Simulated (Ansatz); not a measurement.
Band structure of TiSi2 (Fddd, 6 atoms in the cell).

```xyz
6
Lattice="0.0000 4.1459 4.2923 2.4060 0.0000 4.2923 2.4060 4.1459 0.0000" Properties=species:S:1:pos:R:3 pbc="T T T"
Ti     2.4060     4.1459     4.2923
Ti     3.6090     6.2189     6.4385
Si     2.4060     6.9438     4.2923
Si     2.4060     1.3480     4.2923
Si     1.2030     3.4210     2.1462
Si     1.2030     0.7250     2.1462
```

Method of the run: PBE (plane waves, PAW; Ansatz, a program for electronic structure).

Settings: kpoints.mp_grid.grid = 7 7 7; hamiltonian.xc = pbe; hamiltonian.pseudopotentials = {kind: paw} (the program's default PAW files); scf.occupations.method = gaussian; scf.occupations.width = 0.02 Ry; kpoints.band_path.npoints = 8.

The starting cell comes from a database of computed structures (which also holds hypothetical and non-ambient phases and stackings), without a prior relaxation at this level. Its lattice was rescaled by a random factor within 2.5 % of one. Spin polarisation is off.

Levels in eV from the Fermi level, bands 17 to 24:
| point | 17 | 18 | 19 | 20 | 21 | 22 | 23 | 24 |
|---|---|---|---|---|---|---|---|---|
| Γ | -2.25 | -2.08 | -1.78 | -1.35 | -0.92 | 2.01 | 3.04 | 3.19 |
| Y | -2.33 | -2.33 | -0.86 | -0.86 | 1.24 | 1.24 | 3.18 | 3.18 |
| T | -1.13 | -1.13 | -0.66 | -0.66 | 0.82 | 0.82 | 2.21 | 2.21 |
| Z | -1.57 | -1.57 | -0.95 | -0.95 | 0.72 | 0.72 | 3.14 | 3.14 |
| X | -1.35 | -0.41 | 0.04 | 0.12 | 0.72 | 0.91 | 1.71 | 2.46 |
| A1 | -1.68 | -1.68 | -1.39 | -1.39 | 1.36 | 1.36 | 2.06 | 2.06 |

Bands cross the Fermi level along this path, so the cell is metallic at this level.

Keys are those of Ansatz 0.2.
